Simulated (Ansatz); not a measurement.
B20 (FeSi-type) MnSi was calculated with PBE in Ansatz (plane waves, PAW).

Settings: plane-wave cutoff 520 eV, 12×12×12 k mesh, Fermi–Dirac smearing 0.05 eV, spin-polarised with parallel moments, scalar-relativistic PAW data made under PBE.

Energies at three volumes about the minimum:

| V (Å³/atom) | E − E_lowest (meV/atom) |
|---|---|
| 11.294 | 3.07 |
| 11.524 | 0.00 |
| 11.755 | 2.87 |

Q: Fit a parabola by hand: where is the minimum, and what is the bulk modulus?

A: Slopes: (0.00 − 3.07)/(11.524 − 11.294) = -13.348 and (2.87 − 0.00)/(11.755 − 11.524) = 12.424 meV/Å³. Curvature E″ = 2 × (12.424 − (-13.348))/(11.755 − 11.294) = 111.809 meV/Å⁶. From the middle of the first interval, the slope vanishes at V0 = 11.4090 − (-13.348)/111.809 = 11.528 Å³/atom. B = V0 E″ = 11.528 × 111.809 meV/Å³ × 0.1602 GPa per meV/Å³ = 207 GPa. The full Birch–Murnaghan fit to all volumes gives V0 = 11.525 Å³/atom and B0 = 206 GPa.

Shape and atoms are relaxed at each volume.

Measured, for comparison: bulk modulus 167 GPa (room temperature, no zero-point or thermal correction; as tabulated in Study of the compressibility of FeSi, MnSi, and CoS2 (JETP Letters), abstract); equilibrium volume per atom 11.85 Å³/atom (temperature not stated, no zero-point or thermal correction; as tabulated in Wikipedia's data pages). Computed less measured: bulk modulus +23 %, equilibrium volume per atom -2.8 %.

Note: the collinear magnetic order is the start's and need not be the measured one.

Ansatz is a quantum-chemistry and plane-wave program.
